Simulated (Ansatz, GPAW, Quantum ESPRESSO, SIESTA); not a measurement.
**Code comparison for Y2GaNi2 (Immm, 5 atoms in the cell)**

Self-consistent single point, at a second geometry (lattice scaled by 0.98). First geometry:

```xyz
5
Lattice="-2.0856 2.6654 4.1243 2.0856 -2.6654 4.1243 2.0856 2.6654 -4.1243" Properties=species:S:1:pos:R:3 pbc="T T T"
Y      0.0000     2.6654     1.6673
Y      2.0856     0.0000     2.4570
Ga     0.0000     0.0000     0.0000
Ni     2.0856     1.4265     0.0000
Ni     0.0000     1.2389     4.1243
```

Shared settings, as Ansatz (a first-principles code) writes them: kpoints.mp_grid.grid = 6 6 6; scf.occupations.method = fermi_dirac; scf.occupations.width = 0.0073 Ry. Potentials and cutoffs stand in the table.

```json
[
 {"code": "Quantum ESPRESSO", "model": "PBEsol, GBRV 1.5 ultrasoft (PBESOL) pseudopotentials", "ΔF from the first geometry (meV/atom)": "3.7", "pressure (GPa)": "3.75", "largest force (eV/Å)": "0.047", "cutoff": "50 Ry"},
 {"code": "GPAW", "model": "PBEsol, GPAW PAW datasets PBEsol (made by gpaw-setup)", "ΔF from the first geometry (meV/atom)": "5.9", "pressure (GPa)": "4.28", "largest force (eV/Å)": "0.040", "cutoff": "850 eV"},
 {"code": "Ansatz", "model": "PBEsol, PAW files made with PBE", "ΔF from the first geometry (meV/atom)": "3.4", "pressure (GPa)": "3.80", "largest force (eV/Å)": "0.054", "cutoff": "default"},
 {"code": "SIESTA", "model": "GGA PBEsol, numerical atomic orbitals DZP, PseudoDojo PBEsol standard norm-conserving potentials (rewritten from UPF to PSML)", "ΔF from the first geometry (meV/atom)": "0.9", "pressure (GPa)": "3.43", "largest force (eV/Å)": "0.138", "cutoff": "grid 300 Ry"}
]
```

Size of the force on each atom (eV/Å): Sizes of forces hide their directions.

| code | Y1 | Y2 | Ga3 | Ni4 | Ni5 |
|---|---|---|---|---|---|
| Quantum ESPRESSO | 0.022 | 0.022 | 0.000 | 0.047 | 0.047 |
| GPAW | 0.040 | 0.040 | 0.000 | 0.024 | 0.024 |
| Ansatz | 0.025 | 0.025 | 0.000 | 0.054 | 0.054 |
| SIESTA | 0.056 | 0.056 | 0.000 | 0.138 | 0.138 |

On Ansatz's run: spin polarisation is off.

The spread over the programs that give each value: ΔF from the first geometry within 5.0 meV/atom; pressure within 0.85 GPa; largest force within 0.098 eV/Å.

SIESTA uses small atom-centred bases, whose incompleteness enters pressures, forces and empty levels differently from a plane-wave cutoff. Ansatz's pressure is given at a fixed set of plane waves, as the other plane-wave codes print theirs. In the force vectors, SIESTA (by 0.186) lies more than 0.08 eV/Å from the median of the plane-wave programs.

The starting cell comes from a database of computed structures (which also holds hypothetical and non-ambient phases and stackings), without a prior relaxation at this level. For this run, on top of that: lattice scaled by 0.98.

Left out of this page: FLEUR (with a known weakness of the program).

Keys are those of Ansatz 0.2.
